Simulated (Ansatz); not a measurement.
For WGe (model structure, started from the TiAs type, P6₃/mmc, No. 194, 8 atoms in the cell), PBEsol (Ansatz, a first-principles code, PAW) gives:

| Property | Value |
|---|---|
| lattice constant a | 3.811 Å |
| lattice parameter c | 10.583 Å |
| enthalpy of formation | 0.535 eV/atom |

Task: What does PBE-D3(BJ) (Ansatz, plane waves, PAW) give for the same quantities?

Result: 
- lattice constant a: 3.821 Å (rises by 0.3 %)
- lattice parameter c: 10.590 Å (grows by 0.1 %)
- formation enthalpy: 0.554 eV/atom (grows by 0.019 eV/atom)

Changes are worked out from the printed values.

Unless a cell is named, each level is at its own relaxed cell (PBEsol 16.64, PBE-D3(BJ) 16.74 Å³/atom).

Levels without +SOC leave out spin–orbit coupling, which shifts energies and cells of such heavy elements.

Ansatz's density-functional and Hartree–Fock values are scalar-relativistic unless marked +SOC, with PAW data made under PBE.

A model structure was made by putting elements into a prototype or built by hand; it is no filed structure, need not be a known phase, and can be a saddle point held by its symmetry.
